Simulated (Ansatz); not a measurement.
Levels about the gap of amorphous Si₁₂B₂₄N₄₀ (76 atoms in a cell of 915 Å³, 2.10 g/cm³; zone centre alone, so wide bands show as single levels with stretches between that a denser mesh fills), at the geometry that PBE relaxed, where it gives 0.7 GPa on a denser mesh. The participation number counts the atoms over which a state spreads; weights are charges in smoothed Voronoi cells. The levels come from a single point, so bond lengths are those of that geometry. Method of the levels: r2SCAN, scalar-relativistic without spin-orbit coupling (Ansatz, a first-principles code). Sampling: the zone centre alone; Fermi-Dirac width 0.01 eV; collinear spin, started from moments on atoms (the moments died out). At PBE the levels at the filled edge of the gap are localised (band-tail or defect states), and the nearest spread-out levels lie 3.1 eV apart at the zone centre.

Preparation: random packing, a CHGNet melt and quench, and a DFT relaxation. N atoms were pushed apart under 1.9 Å during the dynamics, to hinder bonds among them. The hot cell started wider than the set density and was brought back towards it in steps. It is the lowest in DFT energy of 2 quenches. It is a model cell: composition and starting density were chosen by hand, and all elements were melted together. No dispersion term was used. Its density started from a set value of 2.10 and ended at 2.10 g/cm³. The simulated quench (nominally 760 K/ps over its main leg) is rapid and tends to freeze in more defects than a deposited or slowly cooled glass has. Values belong to this one cell and scatter from quench to quench. The volume was held where the preparation left it, at a PBE pressure of 0.7 GPa. Stress components on the final sampling reach 2.8 GPa.

```
E - E(highest filled), eV  filling  spin  participation number        largest on  weight N  weight B  weight Si
-------------------------  -------  ----  --------------------  ----------------  --------  --------  ---------
-0.50                       filled    up                  11.6   N, 2 neighbours      0.87      0.07       0.06
-0.46                       filled    up                  10.5   N, 3 neighbours      0.86      0.07       0.07
-0.46                       filled    dn                  10.5   N, 3 neighbours      0.86      0.07       0.07
-0.25                       filled    dn                   9.0   N, 2 neighbours      0.86      0.07       0.07
-0.25                       filled    up                   9.0   N, 2 neighbours      0.86      0.07       0.07
0.00                        filled    up                   3.1   N, 2 neighbours      0.86      0.06       0.08
0.00                        filled    dn                   3.1   N, 2 neighbours      0.86      0.06       0.08
3.08                         empty    dn                  22.7   B, 3 neighbours      0.30      0.59       0.11
3.08                         empty    up                  22.7   B, 3 neighbours      0.30      0.59       0.11
3.15                         empty    dn                  10.4   B, 2 neighbours      0.32      0.46       0.22
3.15                         empty    up                  10.4   B, 2 neighbours      0.32      0.46       0.22
3.38                         empty    dn                  48.4  Si, 4 neighbours      0.43      0.35       0.22
3.38                         empty    up                  48.4  Si, 4 neighbours      0.43      0.35       0.22
3.70                         empty    dn                  24.9   B, 2 neighbours      0.34      0.49       0.17
```

Most localised among these is the filled level at +0.00 eV, on a N atom, which has 2 neighbours (B 1.37 Å, Si 1.59 Å).
